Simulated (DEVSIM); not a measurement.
Structure: Schottky contact on p-type Si, at 300 K.

| layer (left to right) | material | thickness (μm) | Na (cm⁻³) | τn (s) | τp (s) |
|---|---|---|---|---|---|
| 1 | Si | 3.60 | 3.9e16 | 3.1e-5 | 3.1e-5 |
| 2 | Si | 37.0 | 9.2e17 | 3.1e-5 | 3.1e-5 |

Left contact: Schottky, work function 4.754 eV, emission velocity 2.7e6 cm/s. Right contact: ohmic. Voltage is applied to the left contact. Recombination: SRH at mid-gap, Auger. Mobility is μmin + (μ − μmin)/(1 + (N/Nref)^α).

This is a model device: material constants are rounded textbook-type values typed into the input, and sizes, dopings and lifetimes were drawn at random. Values at 300 K.

| parameter | Si |
|---|---|
| gap (eV) | 1.124 |
| affinity (eV) | 4.05 |
| permittivity | 11.7 |
| Nc (cm⁻³) | 2.86e19 |
| Nv (cm⁻³) | 3.1e19 |
| μn (cm²/Vs) | 1417 |
| μp (cm²/Vs) | 470 |
| μn,min | 52 |
| μp,min | 45 |
| Nref,n | 9.7e16 |
| Nref,p | 2.2e17 |
| αn | 0.68 |
| αp | 0.72 |
| Cn (cm⁶/s) | 2.8e-31 |
| Cp (cm⁶/s) | 9.9e-32 |

Model (solved in DEVSIM): 1D drift-diffusion, Boltzmann statistics, complete ionisation; no tunnelling, impact ionisation, image-force lowering or self-heating. Metal contacts follow the ideal Schottky-Mott rule: no Fermi-level pinning, no interface dipoles.

### Question
Tabulate band edges, carrier densities and field at zero bias.

### Answer
Energies count from the Fermi level of the right contact; mesh points crowd at the junctions.

| x (μm) | Ec (eV) | Ev (eV) | n (cm⁻³) | p (cm⁻³) | field (V/cm) |
|---|---|---|---|---|---|
| 0.000 | 0.704 | -0.420 | 4.3e7 | 2.7e12 | 51000 |
| 0.03963 | 0.862 | -0.262 | 96000 | 1.2e15 | 28000 |
| 0.1372 | 0.950 | -0.174 | 3100 | 3.7e16 | 690 |
| 0.4002 | 0.951 | -0.173 | 3000 | 3.9e16 | ≈ 0 |
| 1.455 | 0.951 | -0.173 | 3000 | 3.9e16 | ≈ 0 |
| 2.741 | 0.951 | -0.173 | 3000 | 3.9e16 | ≈ 0 |
| 3.288 | 0.951 | -0.173 | 3000 | 3.9e16 | ≈ 0 |
| 3.528 | 0.953 | -0.171 | 2800 | 4.1e16 | 620 |
| 3.588 | 0.978 | -0.146 | 1100 | 1.1e17 | 16000 |
| 3.617 | 1.033 | -0.091 | 130 | 9.0e17 | 1200 |
| 3.680 | 1.033 | -0.091 | 130 | 9.2e17 | ≈ 0 |
| 3.960 | 1.033 | -0.091 | 130 | 9.2e17 | ≈ 0 |
| 4.558 | 1.033 | -0.091 | 130 | 9.2e17 | ≈ 0 |
| 6.188 | 1.033 | -0.091 | 130 | 9.2e17 | ≈ 0 |
| 13.20 | 1.033 | -0.091 | 130 | 9.2e17 | ≈ 0 |
| 26.12 | 1.033 | -0.091 | 130 | 9.2e17 | ≈ 0 |
| 35.17 | 1.033 | -0.091 | 130 | 9.2e17 | ≈ 0 |
| 38.58 | 1.033 | -0.091 | 130 | 9.2e17 | ≈ 0 |
| 40.05 | 1.033 | -0.091 | 130 | 9.2e17 | ≈ 0 |
| 40.41 | 1.033 | -0.091 | 130 | 9.2e17 | ≈ 0 |
| 40.54 | 1.033 | -0.091 | 130 | 9.2e17 | ≈ 0 |
| 40.60 | 1.033 | -0.091 | 130 | 9.2e17 | ≈ 0 |
